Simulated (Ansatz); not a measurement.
Consider the following.

```
BaTiO3
1.0
    3.95535     0.00000     0.00000
    0.00000     3.95535     0.00000
    0.00000     0.00000     4.04462
Ba Ti O
1 1 3
Cartesian
  1.97767   1.97767   2.35625
  0.00000   0.00000   0.39561
  0.00000   1.97767   0.25664
  1.97767   0.00000   0.25664
  0.00000   0.00000   2.23550
```

All values below come from r2SCAN, rigid bands (plane waves, PAW, scalar-relativistic; Ansatz, an electronic-structure program). Condition of this run: functional r2SCAN on the same cell. Cell: cell and atoms relaxed with PBEsol.

What conductivity effective mass do dilute electrons have at 300 K?

0.47 (x), 0.47 (y), 11.2 (z) mₑ.

And the band gap?

2.26 eV at this level; semilocal functionals usually fall short of the measured gap.

Rigid bands, one relaxation time for all states, no polarons. Spin-orbit coupling is left out; where it splits the top of the valence band it changes the hole mass and lowers the gap by about a third of the splitting. Geometry: cell and atoms relaxed with PBEsol.
